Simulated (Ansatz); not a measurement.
Take Al in the fcc (Cu type) structure (space group Fm-3m, No. 225; a = 3.994 Å; relaxed with 0.1 eV smearing) as the base. Axes: x, y, z lie along the cube axes.

Structures relaxed with r2SCAN (Ansatz, a program for electronic structure, PAW, without spin-orbit coupling).

Base:

Simulated powder pattern, Cu Kα1, λ = 1.54056 Å (kinematic, ideal powder, no thermal factors, no anomalous dispersion; the 10 strongest lines at most, above 2 %, up to 2θ = 90°):

```
2θ (°)  I/Imax (%)    hkl
------  ----------  -----
39.03          100  (111)
45.38           48  (200)
66.12           30  (220)
79.54           35  (311)
83.85           10  (222)
```

After one change:

Simulated powder pattern, Cu Kα1, λ = 1.54056 Å (kinematic, ideal powder, no thermal factors, no anomalous dispersion; the 10 strongest lines at most, above 2 %, up to 2θ = 90°):

```tsv
2θ (°)	I/Imax (%)
38.65	100
39.43	94
45.39	94
65.07	10
66.13	40
78.82	24
79.30	12
79.79	11
80.31	22
82.89	10
```

### Question
Name the change that was made.
(A) biaxial strain −4.97 %, plane normal [111], relaxed out of plane
(B) tensor shear ε_yz = −1.43 %
(C) biaxial strain −3.83 %, plane normal [111], relaxed out of plane
(D) uniaxial strain ε_zz = +3.91 %

### Answer
B, tensor shear ε_yz = −1.43 %. Its volume per atom is 15.92 Å³ against 15.92 Å³, and its space group is Immm (No. 71).

No phonon test of stability was made.
